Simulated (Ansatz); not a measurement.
Evanescent states of LiBr (Fm-3m, rock salt, 2 atoms a cell, 20.2 Å³ an atom) along the normal of (111)

Level of theory: PBEsol (plane waves, PAW; Ansatz, a program for electronic structure).

No gap correction and no spin-orbit coupling; mid-gap is the computed energy nearest the middle.

Energies count from the valence-band top; κ is the least over a 12×12 mesh across the current.

| E (eV) | κ (1/Å) | where |
|---|---|---|
| 0.12 | 0.099 | Γ |
| 0.34 | 0.164 | Γ |
| 0.57 | 0.204 | Γ |
| 0.81 | 0.233 | Γ |
| 1.03 | 0.255 | Γ |
| 1.26 | ? | Γ |
| 1.50 | ? | Γ |
| 1.73 | ? | Γ |
| 1.96 | ? | Γ |
| 2.19 | ? | Γ |
| 2.42 | ? | Γ |
| 2.65 | ? | Γ |
| 2.88 | ? | Γ |
| 3.10 | ? | Γ |
| 3.33 | ? | Γ |
| 3.56 | ? | Γ |
| 3.79 | 0.260 | Γ |
| 4.03 | 0.240 | Γ |
| 4.25 | 0.213 | Γ |
| 4.49 | 0.177 | Γ |
| 4.71 | 0.122 | Γ |

Question: What belongs in the gaps?

Answer: 
- 1.26, κ (1/Å): 0.272
- 1.50, κ (1/Å): 0.285
- 1.73, κ (1/Å): 0.295
- 1.96, κ (1/Å): 0.302
- 2.19, κ (1/Å): 0.306
- 2.42, κ (1/Å): 0.307
- 2.65, κ (1/Å): 0.306
- 2.88, κ (1/Å): 0.303
- 3.10, κ (1/Å): 0.297
- 3.33, κ (1/Å): 0.288
- 3.56, κ (1/Å): 0.276
